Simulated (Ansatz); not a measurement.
## Sr: energy against strain

Sr (fcc, Fm-3m, 51.935 Å³/atom at rest, cube axes along x, y and z) under a strain ε along a cube axis (axis z), the other axes held. PBEsol in Ansatz, a plane-wave DFT program (PAW, default set), 420 eV, 14×14×14 Γ-centred mesh, Fermi-Dirac smearing 0.05 eV; ions are relaxed within the symmetry of each cell.

Here s stands for strain and y for E less E0.

```
strain (%)  E less E0 (meV/atom)
----------  --------------------
-3.00                          ?
-1.50                       0.36
-1.00                       0.11
-0.50                      -0.01
0.00                        0.00
0.50                        0.13
1.00                        0.39
1.50                        0.77
```

Using a parabola, estimate the missing y at s = -3.00 from the other rows, showing the fit.

Least squares gives y = -0.002 + 0.1379·s + 0.2519·s². Residuals (row less fit): 0.002, -0.002, -0.002, 0.002, 0.000, 0.002, -0.002; standard error 0.002 (degrees of freedom: 4). Twice the quadratic coefficient over the volume, 2 × 0.2519 meV × 10⁴ × 0.1602 / 51.935 Å³, is the elastic constant C11 = 15.5 ± 0.1 GPa. At the withheld row, y = -0.002 + 0.1379 × (-3.0) + 0.2519 × (-3.0)² = 1.851 meV/atom. The calculation gives 1.86 meV/atom, 0.009 meV/atom above the prediction (0.5 % of the range of y in the table). The row lies outside the fitted rows, so this is an extrapolation. The fitted rows scatter only by rounding.

In a metal these values are sensitive to mesh and smearing; energies are taken to zero smearing, stresses follow the free energy. Rows are the converged runs of the series near zero and its far end; series whose fitted rows scatter by over a few per cent of the range, as at a crossing or softening among them, aren't shown in this form. Most that stay on the fit to the last digits aren't either.
